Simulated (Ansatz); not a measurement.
A relaxation of the atoms of Mg6ZrGa (P1, 8 atoms in the cell) with Ansatz (a first-principles code).

Level of theory: PBEsol, default PAW files made with PBE (plane waves; Ansatz).

The change in words: atoms moved at random; relax: default → atoms; relax.f_tol: default → 0.03 eV/Å. Reference geometry:
```
CELL_PARAMETERS angstrom
      4.88647     0.00000     0.00000
      0.00000     3.20073     5.50489
      0.00000    -3.20073     5.50489
ATOMIC_POSITIONS crystal
  Mg 0.00000 0.33406 0.82864
  Mg 0.00000 0.82864 0.33406
  Mg 0.00000 0.33391 0.33391
  Mg 0.50000 0.16614 0.66662
  Mg 0.50000 0.66662 0.16614
  Mg 0.50000 0.16754 0.16754
  Zr 0.00000 0.82403 0.82403
  Ga 0.50000 0.67908 0.67908
```

Reference input (self-consistent single point, DFT, PBEsol, plane waves, default PAW files made with PBE): basis.ecutwfc = 420 eV; kpoints.mp_grid.grid = 4 3 3; kpoints.mp_grid.shift = 0.5 0.5 0.5; hamiltonian.xc = pbesol; hamiltonian.pseudopotentials = {kind: paw} (the program's default PAW files); scf.occupations.method = fermi_dirac; scf.occupations.width = 0.136 eV. This run's input differs from it in these lines:

Ansatz 0.2 input:
```diff
@@ -6,10 +6,10 @@
   atoms:
-    - { symbol: Mg, position: [0.000000, 0.334060, 0.828640] }
-    - { symbol: Mg, position: [0.000000, 0.828640, 0.334060] }
-    - { symbol: Mg, position: [0.000000, 0.333910, 0.333910] }
-    - { symbol: Mg, position: [0.500000, 0.166140, 0.666620] }
-    - { symbol: Mg, position: [0.500000, 0.666620, 0.166140] }
-    - { symbol: Mg, position: [0.500000, 0.167540, 0.167540] }
-    - { symbol: Zr, position: [0.000000, 0.824030, 0.824030] }
-    - { symbol: Ga, position: [0.500000, 0.679080, 0.679080] }
+    - { symbol: Mg, position: [0.002184, 0.334654, 0.824723] }
+    - { symbol: Mg, position: [-0.005882, 0.832233, 0.341059] }
+    - { symbol: Mg, position: [0.002072, 0.325339, 0.343787] }
+    - { symbol: Mg, position: [0.483616, 0.162553, 0.660803] }
+    - { symbol: Mg, position: [0.515863, 0.679538, 0.176632] }
+    - { symbol: Mg, position: [0.500183, 0.170399, 0.155767] }
+    - { symbol: Zr, position: [-0.001533, 0.828647, 0.824902] }
+    - { symbol: Ga, position: [0.503497, 0.666658, 0.672347] }
 basis:
@@ -23,2 +23,4 @@
   occupations: { method: fermi_dirac, width: 0.136 }
+relax:
+  f_tol: 0.03
 output:
```

Log, with long lists cut:

```
   [... SCF lines of the steps left out ...]
relax step   1: F+E_penalty+E_count = -19344.33966283 eV  Δ(F+E_penalty+E_count) = +0.000e0 eV  max|allowed force component| = 5.287e-1 eV/Å  Δτ_max = 0.0000 Å  (6 SCF iters, dr2 threshold 2.25e-5 eV, accepted)
relax step   2: F+E_penalty+E_count = -19344.45195073 eV  Δ(F+E_penalty+E_count) = -1.123e-1 eV  max|allowed force component| = 3.149e-1 eV/Å  Δτ_max = 0.1482 Å  (6 SCF iters, dr2 threshold 1.75e-5 eV, accepted)
relax step   3: F+E_penalty+E_count = -19344.46617865 eV  Δ(F+E_penalty+E_count) = -1.423e-2 eV  max|allowed force component| = 3.692e-2 eV/Å  Δτ_max = 0.0582 Å  (5 SCF iters, dr2 threshold 6.20e-6 eV, accepted)
relax step   4: F+E_penalty+E_count = -19344.46738820 eV  Δ(F+E_penalty+E_count) = -1.210e-3 eV  max|allowed force component| = 3.918e-3 eV/Å  Δτ_max = 0.0449 Å  (8 SCF iters, accepted)
Free energy (F): -19344.467388 eV
Internal energy: -19344.221458 eV  (E = F + TS)
E sigma→0 (E₀):  -19344.344423 eV
Entropy (-TS):   -0.245930 eV (-30.741 meV/atom)
Fermi energy:    7.344952 eV
--- Forces (eV/Å), atoms counted from 1 ---
  atom   1  Mg    -0.00007721     0.00121226     0.00332346
  atom   2  Mg    -0.00000128    -0.00029286     0.00159106
  atom   3  Mg     0.00011911     0.00161923    -0.00050560
  atom   4  Mg     0.00007098    -0.00017612     0.00111022
  atom   5  Mg     0.00003203     0.00152078    -0.00344706
  atom   6  Mg     0.00015714    -0.00391675    -0.00325834
  atom   7  Zr    -0.00018264     0.00184747    -0.00019116
  atom   8  Ga    -0.00011559    -0.00180144     0.00136205
--- Stress (GPa, compression-positive) ---
       -1.178995      -0.000032       0.000368
   [... lines left out ...]
    - { symbol: Mg, position: [0.5000001375726526, 0.6687687129817441, 0.16736939108536592] }
    - { symbol: Mg, position: [0.4999842499548976, 0.171288709958739, 0.1668358292740388] }
    - { symbol: Zr, position: [1.2118347091313893e-5, 0.8214180754372201, 0.8238689871416313] }
    - { symbol: Ga, position: [0.5000144162106167, 0.6827297989303587, 0.6817161031335861] }
```

The run converged.  The full log also holds: “iter 5 did not close the SCF: its close was put off for the readings that it lacked (scf_convergence_deferred on its scf_iter line)”.

Summary of the result:
```
Property                                                  Value
-----------------------------------------------  --------------
Free energy E − TS (on the zero of these files)  -19344.4674 eV
Fermi level (on the code's own zero)                    7.34 eV
Pressure                                              -1.03 GPa
Largest force (vector length)                        0.005 eV/Å
Relaxation steps                                              4
```

The starting cell comes from a database of computed structures (which also holds hypothetical and non-ambient phases and stackings), without a prior relaxation at this level. For this run, on top of that: atoms moved at random. Ansatz's pressure includes its estimate of the finite-basis (Pulay) stress.

Cost on one core of a shared machine: roughly 40 s.
